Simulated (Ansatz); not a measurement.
Start from YN in the rock salt structure (space group Fm-3m, No. 225; a = 4.896 Å). Axes: x, y, z lie along the cube axes.

The values are results of Kohn–Sham DFT with the r2SCAN functional, run in Ansatz (a program for electronic structure) with PAW and 500 eV plane waves, spin-orbit coupling left out, not measurements.

Strains are applied to the cell and any free atomic positions relax.

One change was made to it. Results:

The pressure goes from zero to -4.13 GPa; the energy increases by 5.0 meV/atom.

Which change produced these results?
(A) isotropic strain +0.86 %
(B) isotropic strain +0.55 %
(C) strain tensor (xx, yy, zz, yz, xz, xy) = (−1.09, −0.53, +1.04, −0.66, −1.16, +1.78) %
(D) strain tensor (xx, yy, zz, yz, xz, xy) = (−1.58, +0.49, −0.03, +0.64, +1.53, −0.11) %

A, isotropic strain +0.86 %. For comparison, the energy relative to the base in the other runs: strain tensor (xx, yy, zz, yz, xz, xy) = (−1.58, +0.49, −0.03, +0.64, +1.53, −0.11) % gives +11 meV/atom; isotropic strain +0.55 % gives +2.1 meV/atom; strain tensor (xx, yy, zz, yz, xz, xy) = (−1.09, −0.53, +1.04, −0.66, −1.16, +1.78) % gives +16 meV/atom.

Whether these cells are dynamically stable was not tested.
